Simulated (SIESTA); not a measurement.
SIESTA run on ScHO2 (P1, 4 atoms in the cell): self-consistent single point.

Method: LDA PW92+U, numerical atomic orbitals DZP, PseudoDojo LDA standard norm-conserving potentials (rewritten from UPF to PSML) (SIESTA 5.4.2).

```xyz
4
Lattice="1.6166 0.9333 4.5309 -1.6166 0.9333 4.5309 0.0000 -1.8667 4.5309" Properties=species:S:1:pos:R:3 pbc="T T T"
Sc     0.0785     0.1737     0.1686
H     -0.0365    -0.0091     6.7056
O      0.0039    -0.0799     7.9255
O     -0.0459    -0.0847     5.5894
```

Reference input (self-consistent single point, DFT, LDA PW92, numerical atomic orbitals DZP, PseudoDojo LDA standard norm-conserving potentials (rewritten from UPF to PSML)): XC.functional = LDA; XC.authors = PW92; potentials = PseudoDojo LDA standard; PAO.BasisSize = DZP; PAO.EnergyShift = 0.01 Ry; MeshCutoff = 350 Ry; kgrid.MonkhorstPack = 8 8 8; OccupationFunction = FD; ElectronicTemperature = 10 K; MaxSCFIterations = 150; SCF.Mixer.Method = Pulay; SCF.Mixer.Weight = 0.25. This run's input differs from it in these lines:

```diff
@@ -37,2 +37,11 @@
 ElectronicTemperature        10 K
+DFTU.ProjectorGenerationMethod 2
+DFTU.CutoffNorm              0.9
+DFTU.FirstIteration          true
+%block DFTU.proj
+  Sc 1
+  n=3 2
+  7.00 0.00
+  0.00 0.00
+%endblock DFTU.proj
```

The program printed (abridged):

```
        iscf     Eharris(eV)        E_KS(eV)     FreeEng(eV)     dDmax    Ef(eV) dHmax(eV)
   scf:    1    -2209.739676    -2224.046395    -2224.046395  1.724912 -8.242734  9.799508
   scf:    2    -2232.604511    -2229.423232    -2229.423232  0.152992 -6.110921  4.163268
   scf:    3    -2230.384292    -2230.298002    -2230.298002  0.103851 -3.187046  0.734235
   scf:    4    -2230.249172    -2230.269395    -2230.269395  0.030535 -3.381680  0.752700
   scf:    5    -2230.351614    -2230.351276    -2230.351276  0.024852 -3.727485  0.120098
hubbard_term: recalculating local occupations    2
   [... lines left out ...]
hubbard_term: recalculating local occupations   16
hubbard_term: maximum change in local occup.    0.000120
   scf:   22    -2229.802474    -2229.802474    -2229.802474  0.000028 -3.414295  0.000212
hubbard_term: recalculating local occupations   17
hubbard_term: maximum change in local occup.    0.000121
   scf:   23    -2229.802503    -2229.802503    -2229.802503  0.000013 -3.414392  0.000011
hubbard_term: recalculating local occupations   18
hubbard_term: maximum change in local occup.    0.000121
   scf:   24    -2229.802502    -2229.802502    -2229.802502  0.000000 -3.414389  0.000008
SCF Convergence by DM+H criterion
max |DM_out - DM_in|         :     0.0000004730
max |H_out - H_in|      (eV) :     0.0000076370
DFT+U population converged by dTol_pop criteria:
max |pop(DFT+U)_i - pop(DFT+U)_j|:     0.0001211974
SCF cycle converged after 24 iterations

Using DM_out to compute the final energy and forces
hubbard_term: recalculating local occupations   19
hubbard_term: maximum change in local occup.    0.000121
hubbard_term: recalculating Hamiltonian and forces

siesta: E_KS(eV) =            -2229.8018

siesta: E_KS - E_eggbox =     -2229.8018

siesta: Atomic forces (eV/Ang):
     1   -0.977374   -4.519469   -4.988063
     2    0.117016   -0.216746    1.918076
     3    0.339729    0.742897    2.044157
     4    0.519830    3.994007    1.029776
   Tot   -0.000798    0.000689    0.003946
   Max    4.988063
   [... lines left out ...]
siesta: FreeEng =     -2229.801812
   [... lines left out ...]
siesta:    -0.035669    0.026028   -0.002124
siesta:     0.026027   -0.168562   -0.067556
siesta:    -0.002124   -0.067556   -0.054049

siesta: Cell volume =         41.018245 Ang**3

siesta: Pressure (static):
siesta:                Solid            Molecule  Units
siesta:           0.00093768         -0.00195417  Ry/Bohr**3
siesta:           0.08609346         -0.17942394  eV/Ang**3
siesta:         137.93693342       -287.46885107  kBar
```

The run converged in 24 iterations. Against the reference run the pressure goes from -2.76 to 13.79 GPa, the largest force goes from 4.983 to 6.802 eV/Å and the gap on the mesh goes from 3.126 to 4.363 eV.

The starting cell comes from a database of computed structures (which also holds hypothetical and non-ambient phases and stackings), without a prior relaxation at this level. Its atoms were displaced at random from the sites of space group no. 166. Spin polarisation is off. The U value is a test value. Values carry the incompleteness of an atom-centred basis. With a pressure of about 14 GPa the cell is away from its equilibrium volume at this level. Forces in this geometry exceed 1 eV/Å.

Cost on one core of a shared machine: roughly 70 s.
